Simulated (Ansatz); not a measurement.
Start from SiC in the wurtzite structure (space group P6_3mc, No. 186; a = 3.056 Å, c = 5.016 Å). Axes: x lies along a and z along c of the hexagonal cell.

Method: DFT with LDA, PAW potentials and a 420 eV plane-wave cutoff in Ansatz (an electronic-structure program), no SOC.

It is then changed as follows: the cell is stretched by 1.80 % along x with no lateral relaxation, atoms relaxed at fixed cell.

Problem. Predict the stress tensor and what it implies for the stiffness.

Solution. Stress of the strained cell less that of the base (GPa, compression positive):
```
  -8.95    0.00    0.00
   0.00   -1.99    0.00
   0.00    0.00   -1.02
```

Then −Δσ_ii/ε with ε = 0.0180 gives secant stiffness values (nonlinear terms included at this strain): C11 ≈ 497 GPa, C12 ≈ 110 GPa and C13 ≈ 57 GPa.

As a check, the harmonic strain energy −½ V₀ Δσ:ε is 5.1 meV/atom; the computed energy rise is 5.2 meV/atom.

Whether these cells are dynamically stable was not tested.
